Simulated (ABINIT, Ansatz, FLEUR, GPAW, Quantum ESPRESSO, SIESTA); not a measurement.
## Code comparison for Cd2SeS (P3m1, 4 atoms in the cell)

Self-consistent single point.

```yaml
crystal:
  lattice:
    - [4.29722, 0.00000, 0.00000]
    - [-2.14861, 3.72150, 0.00000]
    - [0.00000, 0.00000, 7.00717]
  atoms:
    - { symbol: Cd, position: [0.00000, 0.00000, 0.49023] }
    - { symbol: Cd, position: [0.33333, 0.66667, 0.00964] }
    - { symbol: Se, position: [0.33333, 0.66667, 0.62575] }
    - { symbol: S, position: [0.00000, 0.00000, 0.12238] }
```

Shared settings, as Ansatz (an electronic-structure program) writes them: kpoints.mp_grid.grid = 2 2 1; scf.occupations.method = fermi_dirac; scf.occupations.width = 0.01 eV. Potentials and cutoffs stand in the table.

```
code                                                                                                                                      model  pressure (GPa)  largest force (eV/Å)           cutoff
----------------  -----------------------------------------------------------------------------------------------------------------------------  --------------  --------------------  ---------------
Ansatz                                                                                                          PBEsol, PAW files made with PBE           -2.08                 0.239          default
GPAW                                                                                      PBEsol, GPAW PAW datasets PBEsol (made by gpaw-setup)           -2.24                 0.242           600 eV
ABINIT                                                                                       PBEsol, PAW (JTH v2.0 PBE PAW, files made for PBE)           -2.01                 0.242            21 Ha
FLEUR                                                                           PBEsol, all-electron FLAPW (FLEUR), scalar-relativistic valence               –                 0.247  Kmax 4.5 1/bohr
SIESTA            GGA PBEsol, numerical atomic orbitals DZP, PseudoDojo PBEsol standard norm-conserving potentials (rewritten from UPF to PSML)           -4.32                 0.282      grid 300 Ry
Quantum ESPRESSO                                                                           PBEsol, GBRV 1.5 ultrasoft (PBESOL) pseudopotentials           -2.03                 0.247            40 Ry
```

Size of the force on each atom (eV/Å): Sizes of forces hide their directions.

| code | Cd1 | Cd2 | Se3 | S4 |
|---|---|---|---|---|
| Ansatz | 0.236 | 0.080 | 0.239 | 0.077 |
| GPAW | 0.230 | 0.085 | 0.242 | 0.075 |
| ABINIT | 0.242 | 0.081 | 0.238 | 0.086 |
| FLEUR | 0.247 | 0.071 | 0.242 | 0.075 |
| SIESTA | 0.282 | 0.048 | 0.271 | 0.062 |
| Quantum ESPRESSO | 0.240 | 0.081 | 0.247 | 0.074 |

A dash marks a value that a program does not give, or that is left out as unsure.

The spread over the programs that give each value: pressure within 2.31 GPa; largest force within 0.043 eV/Å.

SIESTA uses small atom-centred bases, whose incompleteness enters pressures, forces and empty levels differently from a plane-wave cutoff. FLEUR treats all electrons, but the usual bases taken here (sphere radii, linearisation, local orbitals, empty states) were not tested for convergence, so the values are no reference for the others. Ansatz's pressure is given at a fixed set of plane waves, as the other plane-wave codes print theirs. In the pressure, SIESTA (by 2.26) lies more than 1 GPa from the median of the plane-wave programs.

On the base mesh (6 6 3) the same programs gave: Ansatz pressure -2.95 GPa, gap on the mesh 0.560 eV; Quantum ESPRESSO pressure -2.91 GPa; ABINIT pressure -2.88 GPa; GPAW pressure -3.11 GPa; SIESTA pressure -5.05 GPa, gap on the mesh 0.789 eV.

The values differ from the base mesh's, so the mesh still matters here: the table compares the programs at equal settings.

The starting cell comes from a database of computed structures (which also holds hypothetical and non-ambient phases and stackings), without a prior relaxation at this level. Its lattice was rescaled by a random factor within 2.5 % of one.

Left out of this page: CP2K (on another mesh).

Keys are those of Ansatz 0.2.
